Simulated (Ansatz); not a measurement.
An Ansatz (an electronic-structure program) run: PbF2 with a change (pressure −2 GPa); PBE, PAW, 420 eV (Ansatz; without spin-orbit coupling).

Input:

Ansatz 0.2 input:
```yaml
crystal:
  lattice:
    - [0, 3.015878435, 3.015878435]
    - [3.015878435, 0, 3.015878435]
    - [3.015878435, 3.015878435, 0]
  atoms:
    - { symbol: Pb, position: [0, 0, 0] }
    - { symbol: F, position: [0.25, 0.25, 0.25] }
    - { symbol: F, position: [0.75, 0.75, 0.75] }
basis: { ecutwfc: 420, ecutrho_ratio: 4, xc_grid: 2, fft_grid_basis: typed }
kpoints: { mp_grid: { grid: [10, 10, 10] } }
hamiltonian:
  xc: pbe
  dispersion: none
  pseudopotentials: { kind: paw }
scf: { occupations: { method: fermi_dirac, width: 0.05 } }
relax: { f_tol: 0.01, max_steps: 60, cell: { stress_tol: 0.02, p_target: -2.0 } }
output: { forces: true, stress: true }
checkpoint: { write: state.ck, write_every: 1000 }
```

Output (explanatory and most iteration lines left out):

```
Relaxation: its limit of steps is 60 (relax.max_steps)
Pseudopotential: Pb, paw, valence charge 14
Pseudopotential: F, paw, valence charge 7
Crystal: 3 atoms, lattice volume = 54.862 Å³
Basis set: ecut = 420 eV, 1067 PW (Γ), exchange–correlation on 60×60×60 points (8 copies of the dense FFT grid, shifted against one another)
Bands: 18, of which v1, the nominal top of the filled ones, is band 14 counted from 1 (13 counted from 0)
Symmetry: 48 space group operations
Space group: Fm-3m (ITA 225), of the structure as read, at distance tolerance 3.8e-5 Å
k-points: 47 of 1000
Functional: x = pbe(κ = 0.804, μ = 0.2195149727645171), c = pbe(β = 0.06672455060314922)
SCF iter   1: F=—  HF=-13524.710043 eV  |F-HF|=—  |Δ(HF+E_count)|=         —  Δρ=5.11e-4  dr2=6.66e-5  ethr=1.77e-3  ⟨swp⟩=6.0  Hψ=4350  notcnv=0
SCF iter   2: F=—  HF=-13524.709083 eV  |F-HF|=—  |Δ(HF+E_count)|=   9.59e-4  Δρ=4.66e-4  dr2=5.73e-5  ethr=2.38e-7  ⟨swp⟩=3.0  Hψ=2210  notcnv=0
SCF 1 converged in 6 iterations: F = -13524.709147 eV  dr2 = 3.43e-9
relax step   1: F+E_penalty+E_count = -13524.70914707 eV  Δ(F+E_penalty+E_count) = +0.000e0 eV  max|allowed force component| = 9.252e-18 eV/Å  Δτ_max = 0.0000 Å  P = -0.991 GPa  Ω = 54.862 Å³  (6 SCF iters, dr2 threshold 1.00e-7 eV, accepted)
[... steps on the carried basis left out ...]
relax step   6: F+E_penalty+E_count = -13524.70037554 eV  Δ(F+E_penalty+E_count) = -8.042e-5 eV  max|allowed force component| = 1.049e-16 eV/Å  Δτ_max = 0.0000 Å  P = -1.992 GPa  Ω = 55.796 Å³  stress off target by 7.56e-3 GPa  SCF on the basis re-selected at this cell (its energy is not comparable with the rows above)  (5 SCF iters)
SCF converged after 5 iterations
Free energy (F): -13524.700376 eV
Internal energy: -13524.700376 eV  (E = F + TS)
E sigma→0 (E₀):  -13524.700376 eV
Fermi energy:    6.313922 eV
--- Forces (eV/Å), atoms counted from 1 ---
  atom   1  Pb    -0.00000000     0.00000000     0.00000000
  atom   2  F     -0.00000000    -0.00000000    -0.00000000
  atom   3  F      0.00000000     0.00000000     0.00000000
--- Stress (GPa, compression-positive) ---
       -1.992442      -0.000000      -0.000000
       -0.000000      -1.992442      -0.000000
       -0.000000      -0.000000      -1.992442
  P = ⅓ Tr σ = -1.9924 GPa (-19.924 kbar)
--- Relaxed structure (4 steps of the walk, 4 accepted, 2 SCFs on fresh bases) ---
  cell:  # Å, volume = 55.7957 Å³
    - [5.6049092361851485e-34, 3.03289213226988, 3.03289213226988]
    - [3.03289213226988, 4.0762976263164716e-34, 3.03289213226988]
    - [3.03289213226988, 3.03289213226988, 1.7833802115134561e-34]
  atoms:
    - { symbol: Pb, position: [-2.029143363823122e-34, 1.5973145350446323e-34, 5.174471052064521e-34] }
    - { symbol: F, position: [0.24999999999999997, 0.24999999999999997, 0.24999999999999997] }
    - { symbol: F, position: [0.75, 0.75, 0.75] }
```

Spin-orbit coupling, missing from the scalar runs, can matter with Pb. Load acts through the strain it causes; cell and atoms are relaxed under it. No phonon test of stability was made. The cell was made from PbF$_{2}$ in the fluorite structure (space group Fm-3m, No. 225) by this change: pressure −2 GPa.
